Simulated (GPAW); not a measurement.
GPAW run on Pt3W (I4/mmm, 4 atoms in the cell): self-consistent single point.

Computed with PBEsol, GPAW PAW datasets PBEsol (made by gpaw-setup) (plane waves; GPAW).

The change in words: lattice scaled by 0.98. Reference geometry:
```
Pt3W
1.0
   -1.94790     1.94790     4.01834
    1.94790    -1.94790     4.01834
    1.94790     1.94790    -4.01834
Pt W
3 1
Direct
  0.75000   0.25000   0.50000
  0.25000   0.75000   0.50000
  0.50000   0.50000   0.00000
  0.00000   0.00000   0.00000
```

Reference input (self-consistent single point, DFT PBEsol, plane waves, GPAW PAW datasets PBEsol (made by gpaw-setup)): mode = pw; ecut = 600 eV; xc = PBEsol; kpts = 8 8 8; mesh shift (steps) = 0 0 0; occupations.name = fermi-dirac; occupations.width = 0.1 eV; nbands = -8; symmetry.symmorphic = false; symmetry.tolerance = 0.0005; maxiter = 120. This run's input differs from it in these lines:

```diff
@@ -5,8 +5,8 @@
 atoms = Atoms(['Pt', 'Pt', 'Pt', 'W'],
-              cell=[[-1.947905, 1.947905, 4.018340],
-                    [1.947905, -1.947905, 4.018340],
-                    [1.947905, 1.947905, -4.018340]],
-              positions=[[0.000000, 1.947905, 2.009170],
-                         [1.947905, 0.000000, 2.009170],
-                         [0.000000, 0.000000, 4.018340],
+              cell=[[-1.908947, 1.908947, 3.937973],
+                    [1.908947, -1.908947, 3.937973],
+                    [1.908947, 1.908947, -3.937973]],
+              positions=[[-0.000000, 1.908947, 1.968986],
+                         [1.908947, 0.000000, 1.968986],
+                         [0.000000, 0.000000, 3.937973],
                          [0.000000, 0.000000, 0.000000]],
```

Output, abridged:

```
     iter     time        total  log10-change:
                         energy   eigst   dens
iter:   1 --:--:--   -38.002794
iter:   2 --:--:--   -37.157709   -1.29  -1.34
iter:   3 --:--:--   -36.261029   -1.91  -1.41
iter:   4 --:--:--   -35.531978   -1.89  -1.49
iter:   5 --:--:--   -35.294402   -1.81  -1.73
iter:   6 --:--:--   -35.293276   -2.71  -2.22
iter:   7 --:--:--   -35.273036c  -3.04  -2.32
iter:   8 --:--:--   -35.273758c  -4.97  -3.09
iter:   9 --:--:--   -35.273267c  -4.01  -2.98
iter:  10 --:--:--   -35.273764c  -4.65  -3.35
iter:  11 --:--:--   -35.273953c  -4.93  -3.35
   [... 2 lines left out ...]
iter:  14 --:--:--   -35.273597c  -6.40  -3.65
iter:  15 --:--:--   -35.273557c  -5.62  -3.71
iter:  16 --:--:--   -35.273557c  -6.58  -3.82
iter:  17 --:--:--   -35.273558c  -6.36  -3.96
iter:  18 --:--:--   -35.273553c  -6.98  -4.24c
iter:  19 --:--:--   -35.273540c  -6.84  -4.37c
iter:  20 --:--:--   -35.273540c  -8.02c -4.71c
Converged after 20 iterations.

Dipole moment: (-0.000000, 0.000000, -0.000006) |e|*Ang

Energy contributions relative to reference atoms: (reference = -1939349.544177)

Kinetic:         +3.530276
Potential:       -8.089978
External:        +0.000000
XC:             -28.944379
Entropy (-ST):   -0.086132
Local:           -1.726393
SIC:             +0.000000
--------------------------
Free energy:    -35.316606
Extrapolated:   -35.273540

Showing only first 2 kpts
 Kpt  Band  Eigenvalues  Occupancy
  0    29     14.47675    0.32313
  0    30     15.46392    0.00002
  0    31     15.66459    0.00000
  0    32     15.90887    0.00000

  1    29     13.92510    1.95913
  1    30     14.20981    1.47102
  1    31     15.08596    0.00087
  1    32     15.81189    0.00000

Fermi level: 14.31209

No gap
No difference between direct/indirect transitions
Energy (eV): -35.27354

Forces in eV/Ang:
  0 Pt   -0.00000   -0.00000    0.00000
  1 Pt   -0.00000   -0.00000    0.00000
  2 Pt    0.00000    0.00000   -0.00000
  3 W     0.00000    0.00000    0.00000

Stress tensor:
    -0.093633    -0.000000     0.000000
    -0.000000    -0.093633    -0.000000
     0.000000    -0.000000    -0.091638
Stress (GPa, Voigt): [-15.0016 -15.0016 -14.682   -0.       0.      -0.    ]
```

The run converged in 20 iterations. GPAW prints stress with tension positive. Against the reference run the free energy rises by 23.3 meV/atom and the pressure goes from -5.41 to 14.90 GPa.

The starting cell comes from a database of computed structures (which also holds hypothetical and non-ambient phases and stackings), without a prior relaxation at this level. For this run, on top of that: lattice scaled by 0.98. Spin polarisation is off. With a pressure of about 15 GPa the cell is away from its equilibrium volume at this level.

Cost on one core of a shared machine: roughly 4 min.
